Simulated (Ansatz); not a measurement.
A self-consistent single point of Ag (P6_3/mmc, 4 atoms in the cell) with Ansatz (a first-principles code).

Method: LDA (PW92) with spin-orbit coupling, default PAW files made with PBE (plane waves; Ansatz).

```xyz
4
Lattice="2.9822 0.0000 0.0000 -1.4911 2.5826 0.0000 0.0000 0.0000 9.6946" Properties=species:S:1:pos:R:3 pbc="T T T"
Ag     0.0000     0.0000     0.0000
Ag     0.0000     0.0000     4.8473
Ag     0.0000     1.7218     2.4237
Ag     1.4911     0.8609     7.2710
```

Reference input (self-consistent single point, DFT, LDA (PW92), plane waves, default PAW files made with PBE): basis.ecutwfc = 420 eV; kpoints.mp_grid.grid = 13 13 4; hamiltonian.xc = lda; hamiltonian.pseudopotentials = {kind: paw} (the program's default PAW files); scf.occupations.method = fermi_dirac; scf.occupations.width = 0.1 eV. This run's input differs from it in these lines:

Ansatz 0.2 input:
```diff
@@ -20,2 +20,5 @@
     kind: paw
+magnetization:
+  noncollinear: true
+  spin_orbit: true
 scf:
```

Output (repeated stretches shortened):

```
SCF iter   1: F=—  HF=-29842.619717 eV  |F-HF|=—  |Δ(HF+E_count)|=         —  Δρ=7.88e-2  dr2=5.08e0  dr2_m=0.00e0 (ungated)  ethr=3.10e-3  |M|=0.00e0 ∫|m|=0.00e0 μB  |m|>n=0.0e0 m-floor=0.0e0 τ_xc=0.0e0  β_m=0.30  ⟨swp⟩=8.1  Hψ=13794  notcnv=0  defer=224
all-band conjugate gradients solve this SCF's bands
preconditioner: auto → Kerker (q_TF=auto, 2.736 Å⁻¹)
spin=Noncollinear: Kerker preconditioning applied to the charge; magnetization (m_x, m_y, m_z) channels mix plain (no charge-response kernel on spin).
   [... lines left out ...]
SCF iter   8: F=—  HF=-29841.177367 eV  |F-HF|=—  |Δ(HF+E_count)|=   1.36e-7  Δρ=2.32e-5  dr2=3.41e-7  dr2_m=0.00e0 (ungated)  ethr=1.32e-10  |M|=0.00e0 ∫|m|=0.00e0 μB  |m|>n=0.0e0 m-floor=0.0e0 τ_xc=0.0e0  β_m=0.89  ⟨swp⟩=10.4  Hψ=12748  notcnv=0
SCF iter   9: F=-29841.177367 eV  HF=-29841.177367 eV  |F-HF|=4.40e-10  |Δ(HF+E_count)|=   7.90e-8  Δρ=2.80e-6  dr2=4.57e-9  dr2_m=0.00e0 (ungated)  ethr=1.32e-10  |M|=0.00e0 ∫|m|=0.00e0 μB  |m|>n=0.0e0 m-floor=0.0e0 τ_xc=0.0e0  ⟨swp⟩=3.3  Hψ=8015  notcnv=0
SCF 1 converged in 9 iterations: F = -29841.177367 eV  dr2 = 4.57e-9
Magnetization: |M| = 0.0000 μB,  M = (+0.0000, +0.0000, +0.0000) μB
Absolute magnetization: 0.0000 μB (∫|m|)
  site 0: m = (+0.0000, +0.0000, +0.0000) μB, |m| = 0.0000 μB  (R = 1.23 Å)
  site 1: m = (+0.0000, +0.0000, +0.0000) μB, |m| = 0.0000 μB  (R = 1.23 Å)
  site 2: m = (+0.0000, +0.0000, +0.0000) μB, |m| = 0.0000 μB  (R = 1.23 Å)
  site 3: m = (+0.0000, +0.0000, +0.0000) μB, |m| = 0.0000 μB  (R = 1.23 Å)
Free energy (F): -29841.177367 eV
Internal energy: -29841.131438 eV  (E = F + TS)
E sigma→0 (E₀):  -29841.154402 eV
Entropy (-TS):   -0.045928 eV (-11.482 meV/atom)
Fermi energy:    15.071876 eV
--- Forces (eV/Å), atoms counted from 1 ---
  atom   1  Ag     0.00000000    -0.00000000     0.00000000
   [... zero for the other atoms too ...]
--- Stress (GPa, compression-positive) ---
      -14.195119       0.000000       0.000000
        0.000000     -14.195119       0.000000
        0.000000       0.000000     -13.064541
  P = ⅓ Tr σ = -13.8183 GPa (-138.183 kbar)
  The stress holds the Pulay correction. Without it, at fixed plane waves, as pw.x and ABINIT print it: P = -13.8379 GPa
```

The run converged in 9 iterations. Against the reference run the pressure goes from -13.68 to -13.82 GPa.

The starting cell comes from a database of computed structures (which also holds hypothetical and non-ambient phases and stackings), without a prior relaxation at this level. Its lattice was rescaled by a random factor within 2.5 % of one. With a pressure of about -14 GPa the cell is away from its equilibrium volume at this level. Ansatz's pressure includes its estimate of the finite-basis (Pulay) stress.

Cost on one core of a shared machine: roughly 80 s.
